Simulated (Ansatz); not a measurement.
A self-consistent single point of Hf₂Hg (I4mm, 3 atoms in the cell) with Ansatz (a quantum-chemistry and plane-wave program).

Level of theory: PBEsol, default PAW files made with PBE (plane waves; Ansatz).

The change in words: lattice scaled by 0.98; basis.ecutwfc: 420 eV → 505 eV. Reference geometry:
```xyz
3
Lattice="-1.6600 1.6600 5.7842 1.6600 -1.6600 5.7842 1.6600 1.6600 -5.7842" Properties=species:S:1:pos:R:3 pbc="T T T"
Hf     0.0000     0.0000     7.7514
Hf     0.0000     0.0000     3.8669
Hg     0.0000     0.0000     0.0000
```

Reference input (self-consistent single point, DFT, PBEsol, plane waves, default PAW files made with PBE): basis.ecutwfc = 420 eV; kpoints.mp_grid.grid = 8 8 8; hamiltonian.xc = pbesol; hamiltonian.pseudopotentials = {kind: paw} (the program's default PAW files); scf.occupations.method = fermi_dirac; scf.occupations.width = 0.1 eV. This run's input differs from it in these lines:

Ansatz 0.2 input:
```diff
@@ -2,5 +2,5 @@
   lattice:
-    - [-1.660045, 1.660045, 5.784150]
-    - [1.660045, -1.660045, 5.784150]
-    - [1.660045, 1.660045, -5.784150]
+    - [-1.626844, 1.626844, 5.668467]
+    - [1.626844, -1.626844, 5.668467]
+    - [1.626844, 1.626844, -5.668467]
   atoms:
@@ -10,3 +10,3 @@
 basis:
-  ecutwfc: 420.0
+  ecutwfc: 505.0
 kpoints:
```

Log, with long lists cut:

```
SCF iter   1: F=—  HF=-44864.613345 eV  |F-HF|=—  |Δ(HF+E_count)|=         —  Δρ=4.68e-3  dr2=1.19e-2  ethr=1.77e-3  ⟨swp⟩=5.5  Hψ=8222  notcnv=0  defer=2
all-band conjugate gradients solve this SCF's bands
preconditioner: auto → Kerker (q_TF=auto, 2.812 Å⁻¹)
SCF iter   2: F=—  HF=-44864.612397 eV  |F-HF|=—  |Δ(HF+E_count)|=   9.47e-4  Δρ=2.80e-3  dr2=4.73e-3  ethr=1.65e-5  ⟨swp⟩=2.0  Hψ=5163  notcnv=0  defer=2
   [... lines left out ...]
SCF iter   5: F=—  HF=-44864.611511 eV  |F-HF|=—  |Δ(HF+E_count)|=   3.00e-5  Δρ=1.30e-4  dr2=1.05e-5  ethr=1.24e-7  ⟨swp⟩=2.3  Hψ=4350  notcnv=0  defer=2
SCF iter   6: F=—  HF=-44864.611510 eV  |F-HF|=—  |Δ(HF+E_count)|=   1.77e-6  Δρ=2.65e-5  dr2=8.96e-7  ethr=1.46e-8  ⟨swp⟩=2.0  Hψ=3704  notcnv=0  defer=2
SCF iter   7: F=—  HF=-44864.611510 eV  |F-HF|=—  |Δ(HF+E_count)|=   1.08e-7  Δρ=1.72e-5  dr2=3.23e-7  ethr=1.24e-9  ⟨swp⟩=2.0  Hψ=4450  notcnv=0  defer=2
SCF iter   8: F=-44864.611509 eV  HF=-44864.611509 eV  |F-HF|=6.58e-8  |Δ(HF+E_count)|=   2.66e-7  Δρ=7.95e-6  dr2=6.60e-8  ethr=1.39e-10  ⟨swp⟩=4.8  Hψ=11353  notcnv=0
SCF 1 converged in 8 iterations: F = -44864.611509 eV  dr2 = 6.60e-8
Free energy (F): -44864.611509 eV
Internal energy: -44864.540551 eV  (E = F + TS)
E sigma→0 (E₀):  -44864.576030 eV
Entropy (-TS):   -0.070958 eV (-23.653 meV/atom)
Fermi energy:    21.152405 eV
--- Forces (eV/Å), atoms counted from 1 ---
  atom   1  Hf    -0.00000000    -0.00000000    -0.67536270
  atom   2  Hf     0.00000000     0.00000000     0.51950169
  atom   3  Hg     0.00000000     0.00000000     0.15588904
--- Stress (GPa, compression-positive) ---
        6.652952      -0.000000       0.000000
       -0.000000       6.652952       0.000000
        0.000000      -0.000000       7.340780
  P = ⅓ Tr σ = 6.8822 GPa (68.822 kbar)
  The stress holds the Pulay correction. Without it, at fixed plane waves, as pw.x and ABINIT print it: P = 6.8678 GPa
```

The run converged in 8 iterations. Against the reference run the free energy rises by 19.1 meV/atom, the pressure goes from -1.25 to 6.88 GPa and the largest force goes from 0.507 to 0.675 eV/Å.

The starting cell comes from a database of computed structures (which also holds hypothetical and non-ambient phases and stackings), without a prior relaxation at this level. Its lattice was rescaled by up to half a per cent. One atom was moved a little off its site on purpose. For this run, on top of that: lattice scaled by 0.98. Ansatz's pressure includes its estimate of the finite-basis (Pulay) stress.
